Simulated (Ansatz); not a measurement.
The reference is Re in the hcp (Mg type) structure (space group P6_3/mmc, No. 194; a = 2.7579 Å, c = 4.4628 Å). Axes: x lies along a and z along c of the hexagonal cell.

Level of theory: plane-wave PAW DFT at the r2SCAN level (Ansatz, a first-principles code, 500 eV), no spin-orbit coupling.

Free-standing slabs (1 atom(s) a layer) normal to the z axis with 15 Å of vacuum; in-plane cell held at bulk.

One change was made to it. Results:

```json
[
 {"quantity": "band gap", "base": "zero", "after": "zero"},
 {"quantity": "shortest interatomic distance", "base": "274.1 pm", "after": "257.7 pm"}
]
```

Q: What was done to the base?
A) 5 layers
B) 1 layer
C) 2 layers
D) 7 layers
E) 6 layers

A: C, 2 layers. For comparison, the shortest interatomic distance in the other runs: 5 layers gives 264.9 pm; 1 layer gives 275.8 pm; 7 layers gives 263.5 pm; 6 layers gives 262.3 pm.

No phonon test of stability was made. All final runs are without spin polarisation.
